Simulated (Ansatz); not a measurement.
Consider the formation energy of PtSe2 (CdI2 type, P-3m1) from the elements. Reaction: 2 Se (P3₁21) + Pt (fcc) → PtSe2 (CdI2 type). The sign is products less reactants. The value is per atom of the solid.

PtSe2 (CdI2 type, P-3m1), 3 atoms in the cell; metallic (partly filled levels) with PBE, k-point mesh 12×12×6 on the run's own vectors.
```cif
data_PtSe2
_chemical_formula_sum 'Pt1 Se2'
_space_group_name_H-M_alt 'P-3m1'
_space_group_IT_number 164
_space_group_name_Hall '-P 3 2"'
_cell_length_a 3.77133
_cell_length_b 3.77133
_cell_length_c 4.82494
_cell_angle_alpha 90.000
_cell_angle_beta 90.000
_cell_angle_gamma 120.000
loop_
_atom_site_label
_atom_site_type_symbol
_atom_site_symmetry_multiplicity
_atom_site_Wyckoff_symbol
_atom_site_fract_x
_atom_site_fract_y
_atom_site_fract_z
_atom_site_occupancy
Pt1 Pt 1 a 0.00000 0.00000 0.00000 1
Se1 Se 2 d 0.33333 0.66667 0.26537 1
```

Se (P3₁21), 3 atoms in the cell, k-point mesh 12×12×8 on the run's own vectors. Conventional cell: a = 4.066 Å, b = 4.066 Å, c = 5.131 Å, α = 90.00°, β = 90.00°, γ = 120.00°.

Pt (fcc, Fm-3m), 1 atom in the cell, k-point mesh 26×26×26 on the run's own vectors. Conventional cell: a = b = c = 3.9302 Å, α = β = γ = 90.00°.

All numbers come from Ansatz (a quantum-chemistry and plane-wave program), plane waves with PAW, its default PAW set, cutoff 420 eV, 500 eV for r2SCAN. The structures are at rest with PBE+D3(BJ); other levels are single points on them. Neutral cells; Fermi-Dirac smearing of at most 0.10 eV in the solids, energies taken to zero width. The lattices are those relaxed with PBE+D3(BJ), so at other levels the solids can be strained, which adds to the spread. A dispersion term (D3(BJ), or D4 for r2SCAN) was computed beside these levels and is taken off wherever the name lacks it. Nuclei at rest; no vibrational terms. Spin-orbit coupling is left out.

**Question.** What is the computed value (r2SCAN+D4)?

**Answer.** -0.45 eV/atom, for 2 Se (P3₁21) + Pt (fcc) → PtSe2 (CdI2 type).

**Question.** What do the other levels give, and how wide is the spread?

**Answer.** 
```csv
Functional,value (eV/atom),less r2SCAN+D4
PBE,-0.39,0.06
PBE+D3(BJ),-0.38,0.07
```

The levels span 0.07 eV/atom, from r2SCAN+D4 (-0.45) to PBE+D3(BJ) (-0.38).
